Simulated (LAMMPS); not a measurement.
MD from the crystal across the composition of Ni (fcc) with a share x of Ni sites Al; all at 300 K and zero pressure.

Model: classical MD, pair style eam/alloy, file NiAlH_jea.eam.alloy (LAMMPS).

```
x                       volume                                state                  enthalpy  T (K)
----  ------------------------  -----------------------------------  ------------------------  -----
0.1   11.2153 ± 0.0002 Å³/atom  crystal; no diffusion seen in 30 ps  -4.4238 ± 0.0001 eV/atom    300
0.25  11.6432 ± 0.0001 Å³/atom  crystal; no diffusion seen in 30 ps  -4.4126 ± 0.0001 eV/atom    300
0.5   12.8451 ± 0.0002 Å³/atom  crystal; no diffusion seen in 30 ps  -4.1910 ± 0.0001 eV/atom    300
0.75  14.3865 ± 0.0001 Å³/atom  crystal; no diffusion seen in 30 ps  -3.7873 ± 0.0001 eV/atom    300
0.9   15.8634 ± 0.0008 Å³/atom  crystal; no diffusion seen in 30 ps  -3.4830 ± 0.0001 eV/atom    300
```

Caution: the random arrangement on this lattice is imposed, and need not be a phase that exists in equilibrium.

States go by the mean squared displacement: a species diffuses where it passes 1.5 Å², still rises and gives D over 1e-6 cm²/s; a crystal has left its structure where atoms lie 0.35 Å off their sites on average or a cubic box changes its shape by 3 %, or the axial ratios of another lie 8 % off the starting cell's, which the potential's own relaxation can also do.

The ± values are statistical; the model's systematic error is not in them.
